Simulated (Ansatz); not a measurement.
The reference is CuI in the zinc blende structure (space group F-43m, No. 216; a = 5.939 Å).

Modification: every I is replaced by Cl, then cell and atoms are relaxed.

Levels (all Ansatz, a first-principles code, PAW): PBEsol (420 eV, without spin-orbit coupling); HSE06 (420 eV, without spin-orbit coupling).

The geometry is relaxed with PBEsol.

| Property | Result |
|---|---|
| PBEsol lowest conduction level above the VBM at special points | Γ 0.55 eV; L 2.90 eV; X 3.25 eV |

### Question
Predict the lowest conduction level above the VBM at special points from HSE06.

### Answer
The lowest conduction level above the VBM at special points becomes Γ 2.46 eV; L 4.89 eV; X 4.94 eV (PBEsol: Γ 0.55 eV; L 2.90 eV; X 3.25 eV).

Single points use the geometry relaxed with PBEsol. The levels and masses belong to the bands next to the band gap. Stability against distortions was not tested. No Hubbard U is applied. All final runs are without spin polarisation.
